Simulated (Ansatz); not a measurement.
**A computed series for InSb: element substitutions**

The reference is InSb in the zinc blende structure (space group F-43m, No. 216; a = 6.519 Å).

Each row replaces one element on all its sites; cell and atoms are relaxed.

The values are results of PBEsol (Ansatz, a quantum-chemistry and plane-wave program, PAW, scalar-relativistic without spin-orbit coupling), not measurements.

Candidates:
(a) In → Cu
(b) Sb → Tl
(c) In → Be

Before the change:

Shortest interatomic distance: 2.823 Å

Task: Order them by shortest interatomic distance, lowest first.

Result: (c) In → Be (2.411 Å), (a) In → Cu (2.494 Å), (b) Sb → Tl (2.897 Å)

No phonon test of stability was made. As relaxed here, CuSb, TlIn and BeSb are hypothetical phases, not in the database extracts checked. The final runs are not spin-polarised. An odd electron count without spin: BeSb.
